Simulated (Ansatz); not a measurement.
Formation energy of the localised charge states of In on the Nb site in ferroelectric LiNbO3 (start: the Nb site; 120-site cell, 2×2×2 Γ-centred sampling) against the Fermi level, O-rich (Δμ(Nb) = -10.05 eV, Δμ(In) = -3.89 eV, bounded by Li2O2 (P6_3/mmc), bixbyite In2O3; only phases computed here count, gases as isolated molecules at 0 K). The numbers are results of PBE, PAW (plane waves to 420 eV; Ansatz, a program for electronic structure), not measurements.

Charges from +1 to −2 were run; one beyond them could lie lower near a band edge.

Cell and caveats: 120-site cell; 2×2×2 Γ-centred k-points; host gap 3.53 eV; charged states image-corrected; no spin–orbit coupling; energies good to tenths of an eV; flagged in the runs: a host whose relaxation on this sampling wasn't shown to rest, a strain field that reaches the edge of the cell.

Left out: charge +1 (level within 0.1 eV of a band edge or past it).

```tsv
E_F − E_VBM (eV)	q = 0	q = −1	q = −2
0.00	2.41	2.64	2.90
0.44	2.41	2.20	2.02
0.88	2.41	1.75	1.14
1.33	2.41	1.31	0.25
1.77	2.41	0.87	-0.63
2.21	2.41	0.43	-1.51
2.65	2.41	-0.01	-2.40
3.09	2.41	-0.46	-3.28
3.53	2.41	-0.90	-4.17
```

Crossings of the lowest lines: (0/−1) at 0.23 eV; (−1/−2) at 0.27 eV.
